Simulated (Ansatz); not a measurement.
Take Ti (space group P6/mmm, No. 191; a = 4.5682 Å, c = 2.8264 Å; a cell from a computed database, its experimental status unchecked; relaxed with 0.1 eV smearing) as the base.

Level of theory: plane-wave PAW DFT at the r2SCAN level (Ansatz, a program for electronic structure, 500 eV), no spin-orbit coupling, earlier PAW set.

Before the change:

The pressure is 0.0 GPa and the band gap comes out as zero.

Perturbation: an isotropic linear strain of −0.45 %, atoms relaxed at fixed cell.

Question: What does the calculation give for the energy relative to the base, pressure and band gap after the change?

Answer: The energy increases by 1.1 meV/atom; the pressure (mean of the normal stresses, compression positive) goes from zero to 1.6 GPa; the band gap is still zero.

Stability against distortions was not tested. All final runs are without spin polarisation. This is not the structure that Ti has at room temperature and ambient pressure.
